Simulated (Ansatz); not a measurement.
SiO₂ (I-42d, No. 122, 6 atoms in the cell; start mp-546794; a measured phase of this formula has another space group) was calculated with r²SCAN (Ansatz, a program for electronic structure, PAW).

Run with plane-wave cutoff 560 eV, 10×10×10 k mesh, Fermi–Dirac smearing 0.01 eV, scalar-relativistic PAW data made under PBE.

Cell (relaxed at this level):

```
O2Si
1.0
   -2.47287     2.47287     3.65688
    2.47287    -2.47287     3.65688
    2.47287     2.47287    -3.65688
Si O
2 4
Cartesian
  0.00000   0.00000   0.00000
  0.00000   2.47287   1.82844
  0.48562   1.23643   0.91422
 -1.23643   1.98725   2.74266
 -0.48562   3.70930   0.91422
  1.23643   2.95848   2.74266
```

Task: Predict the band gap and bulk modulus.

Result: 
* **band gap**: 6.56 eV (on the SCF k mesh)
* **bulk modulus**: 23.6 GPa

Note: the relaxation could not lower the start's symmetry, so the cell can be a saddle point above a distorted one; the bulk modulus is −V dP/dV from two relaxed cells at ±2 % in volume.

It cost about 5 core-minutes (a rough figure) of CPU time.

A start named mp-… is a Materials Project structure, which need not be a measured phase.
